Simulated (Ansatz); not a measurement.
TiO2 (Pnma, No. 62, 12 atoms in the cell; start mp-9173; a measured phase of this formula has another space group), treated with LDA (Ansatz, a first-principles code, plane waves, PAW).

Settings: plane-wave cutoff 500 eV, 4×14×8 k mesh (along the axes of the cell as run), gaussian smearing 0.02 eV, no spin polarisation, scalar-relativistic PAW data made under PBE.

Cell (relaxed at this level):

```xyz
12
Lattice="9.2359 0.0000 0.0000 0.0000 2.9205 0.0000 0.0000 0.0000 4.8222" Properties=species:S:1:pos:R:3 pbc="T T T"
Ti     5.8687     0.7301     2.8544
Ti     3.3672     2.1903     1.9678
Ti     7.9852     2.1903     0.4433
Ti     1.2508     0.7301     4.3789
O      4.4131     0.7301     1.3938
O      4.8229     2.1903     3.4284
O      0.2049     2.1903     3.8050
O      9.0311     0.7301     1.0173
O      2.4266     0.7301     2.9433
O      6.8093     2.1903     1.8789
O      2.1913     2.1903     0.5322
O      7.0446     0.7301     4.2900
```

Task: Estimate the band gap that the calculation returns.

Result: 
- band gap: 2.61 eV (on the SCF k mesh)

Note: the relaxation could not lower the start's symmetry, so the cell can be a saddle point above a distorted one.

It cost about 6 core-minutes (a rough figure) of CPU time.

A start named mp-… is a Materials Project structure, which need not be a measured phase.
